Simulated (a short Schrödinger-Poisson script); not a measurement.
Structure: symmetric double-gate stack, SiO2 on p-type InP, at 400 K.

```tsv
layer	material	thickness (nm)	Na (cm⁻³)
1	SiO2	1.7	-
2	InP	3	1e18
3	SiO2	1.7	-
```

Constants are typed, rounded textbook-type inputs, not results; the design itself was drawn at random and stands for no fabricated device. SiO2: permittivity 3.9, conduction-band edge (eV) 3.48, gap (eV) 9, electron mass (mₑ) 0.5. InP: permittivity 12.5, conduction-band edge (eV) 0, gap (eV) 1.344, Nv at 300 K (cm⁻³) 1.1e19.

Channel valleys (confinement mass, in-plane density-of-states mass, number): Γ 0.08, 0.08, 1. At the gates, both at one voltage, the conduction-band edge of layer 1 lies 3.78 eV − eVg above the Fermi level of the channel. Gaps are held at their typed values at every temperature. Mesh 0.03 nm at interfaces.

From a short Schrödinger-Poisson script (our own, NumPy): 1D Poisson equation in equilibrium, electrons classical, Fermi-Dirac, parabolic valleys, classical holes, full ionisation, no traps, pinning or gate leakage.

The same stack at other levels of the model or other numerical settings:

| run | sheet density of all electrons at Vg = 1 V (cm⁻²) | sheet density of all electrons at Vg = 0.4 V (cm⁻²) | capacitance of both gates at Vg = 1 V (μF/cm²) | gate voltage at 1e11 electrons/cm² (V) | rough cost against the base |
|---|---|---|---|---|---|
| base | 7.17e12 | 6.36e11 | 2.03 | 0.29 | about 1 |
| electrons treated as classical, Boltzmann | 1.31e13 | 9.69e11 | 3.65 | 0.29 | 0.5 |
| electrons treated as quantum, Hartree | ? | ? | 2.17 | 0.45 | 4 |
| electrons treated as quantum, Hartree plus LDA exchange-correlation | 6.87e12 | 3.32e10 | ? | 0.44 | 8 |
| mesh six times as coarse | 6.99e12 | 6.13e11 | 1.99 | 0.29 | about 1 |

Question: Complete the blanks.

Answer: 
- electrons treated as quantum, Hartree, sheet density of all electrons at Vg = 1 V (cm⁻²): 6.42e12
- electrons treated as quantum, Hartree plus LDA exchange-correlation, capacitance of both gates at Vg = 1 V (μF/cm²): 2.22
- electrons treated as quantum, Hartree, sheet density of all electrons at Vg = 0.4 V (cm⁻²): 2.80e10

The classical rows ignore confinement, and Boltzmann statistics overrate the density once the band edge passes the Fermi level.

Above a few 1e12 electrons/cm² a light Γ valley is non-parabolic and upper valleys begin to fill, which the model leaves out.
